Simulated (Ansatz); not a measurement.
Equilibrium lattice constant a of HfN (model structure, started from the NbAs type, I4₁md, No. 109, 4 atoms in the cell) at several levels of theory

No measured value is used here.

```csv
level (code),value (Å)
LDA (Ansatz),[?]
PBE (Ansatz),2.990
PBEsol (Ansatz),2.955
PBE-D3(BJ) (Ansatz),2.968
r²SCAN+rVV10 (Ansatz),2.966
```

Fill in the missing entries.


- LDA (Ansatz, a program for electronic structure), value (Å): 2.929

Density-functional levels without +SOC have no spin–orbit coupling. Cutoffs differ between the levels. Ansatz's density-functional and Hartree–Fock values are scalar-relativistic unless marked +SOC, with PAW data made under PBE.

A model structure was made by putting elements into a prototype or built by hand; it is no filed structure, need not be a known phase, and can be a saddle point held by its symmetry.
